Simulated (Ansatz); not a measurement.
WGe (model structure, started from the FeSi type, P2₁3, No. 198, 8 atoms in the cell): properties by level of theory

```csv
level (code),lattice parameter a (Å),enthalpy of formation (eV/atom)
PBE (Ansatz),5.004,0.125
PBEsol (Ansatz),4.952,0.045
PBE-D3(BJ) (Ansatz),4.958,0.047
```

Ansatz's density-functional and Hartree–Fock values are scalar-relativistic unless marked +SOC, with PAW data made under PBE.

Computed values are for the static lattice.

A model structure was made by putting elements into a prototype or built by hand; it is no filed structure, need not be a known phase, and can be a saddle point held by its symmetry.

Ansatz is an electronic-structure program.
